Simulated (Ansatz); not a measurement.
A user runs Ansatz (a first-principles code) on Y2Fe2Si2C (C2/m, 7 atoms in the cell) and asks whether the run is sound. The aim is a self-consistent single point with DFT, PBEsol, plane waves, default PAW files made with PBE.

Cell that was meant: a = 5.6294 Å, b = 5.6294 Å, c = 6.7338 Å, α = 126.54°, β = 126.54°, γ = 40.77°.

Part of the input:

Ansatz 0.2 input:
```yaml
scf:
  occupations:
    method: gaussian
    width: 1.36
output:
  forces: true
  eigenvalues: true
```

Output (repeated stretches shortened):

```
WARN ansatz: RAYON_NUM_THREADS=1 ignored (pool sized by the plan → 1); use --threads N
   [... lines left out ...]
PAW frozen core: C, regenerated for the run's functional, and the local potential with it
Initial density: superposition of atomic densities (neutral atoms: chi_scale 0, normalization atom), corrected by the library's trained network
Initial wavefunctions: pseudopotential atomic-orbital guess
Eigensolver: davidson
Functional: x = pbesol(κ = 0.804, μ = 0.12345679012345678), c = pbesol(β = 0.046)
SCF iter   1: F=—  HF=-17985.006072 eV  |F-HF|=—  |Δ(HF+E_count)|=         —  Δρ=2.20e-2  dr2=7.42e-1  ethr=1.77e-3  ⟨swp⟩=5.1  Hψ=15589  notcnv=0
all-band conjugate gradients solve this SCF's bands
preconditioner: auto → Kerker (q_TF=auto, 2.515 Å⁻¹)
SCF iter   2: F=—  HF=-17984.955641 eV  |F-HF|=—  |Δ(HF+E_count)|=   5.04e-2  Δρ=1.07e-2  dr2=2.28e-1  ethr=1.12e-3  ⟨swp⟩=1.0  Hψ=5060  notcnv=0
   [... lines left out ...]
SCF iter   6: F=—  HF=-17984.930339 eV  |F-HF|=—  |Δ(HF+E_count)|=   8.51e-5  Δρ=7.58e-5  dr2=5.26e-6  ethr=1.29e-8  ⟨swp⟩=2.0  Hψ=7783  notcnv=0
SCF iter   7: F=—  HF=-17984.930339 eV  |F-HF|=—  |Δ(HF+E_count)|=   4.44e-7  Δρ=1.71e-5  dr2=3.51e-7  ethr=7.98e-9  ⟨swp⟩=1.0  Hψ=4324  notcnv=0
SCF iter   8: F=-17984.930338 eV  HF=-17984.930339 eV  |F-HF|=3.51e-8  |Δ(HF+E_count)|=   4.84e-8  Δρ=5.96e-6  dr2=5.17e-8  ethr=1.52e-10  ⟨swp⟩=6.1  Hψ=16311  notcnv=0
SCF 1 converged in 8 iterations: F = -17984.930338 eV  dr2 = 5.17e-8
Free energy (F): -17984.930338 eV
Internal energy: -17980.739624 eV  (E = F + TS)
E sigma→0 (E₀):  -17982.834981 eV
Entropy (-TS):   -4.190715 eV (-598.674 meV/atom)
Fermi energy:    12.944018 eV
--- Forces (eV/Å), atoms counted from 1 ---
  atom   1  Y     -0.12229045     0.00000000    -0.09624799
  atom   2  Y      0.12229045     0.00000000     0.09624799
  atom   3  Fe    -0.08206147     0.00000000     0.08882673
  atom   4  Fe     0.08206147     0.00000000    -0.08882673
  atom   5  Si    -0.01124563     0.00000000     0.41112209
  atom   6  Si     0.01124563     0.00000000    -0.41112209
  atom   7  C      0.00000000     0.00000000     0.00000000
--- Stress (GPa, compression-positive) ---
        0.265343       0.000000      -0.089966
        0.000000      -1.766482       0.000000
       -0.089968       0.000000      -0.008174
  P = ⅓ Tr σ = -0.5031 GPa (-5.031 kbar)
  The stress holds the Pulay correction. Without it, at fixed plane waves, as pw.x and ABINIT print it: P = -0.5988 GPa
```

Task: Is anything amiss in this input, and did it matter?

Result: The run is not sound. The fault is a smearing width that is far too large. A width of many tenths of an electronvolt moves electrons far across the Fermi level or the gap, and the free energy and its derivatives carry a large smearing term. To fix it, use a width small against the gap or band features. The run converged in 8 iterations without an error; against the sound input the free energy goes down by 268 meV/atom, the pressure goes from -4.21 to -0.50 GPa and the largest force goes from 0.220 to 0.411 eV/Å.

An input that runs soundly differs in these lines (not the only fix; some lines may just follow from the change or write a value another way):
```diff
-    width: 1.36
+    width: 0.272
```

With that input, the run converged in 7 iterations: free energy E − TS (on the zero of these files) -17983.0528 eV; Fermi level (on the code's own zero) 12.91 eV; pressure -4.21 GPa; largest force (vector length) 0.220 eV/Å (DFT, PBEsol, plane waves, default PAW files made with PBE).

On the sound input: the starting cell comes from a database of computed structures (which also holds hypothetical and non-ambient phases and stackings), without a prior relaxation at this level. Spin polarisation is off. With a pressure of about -4 GPa the cell is away from its equilibrium volume at this level. Ansatz's pressure includes its estimate of the finite-basis (Pulay) stress.
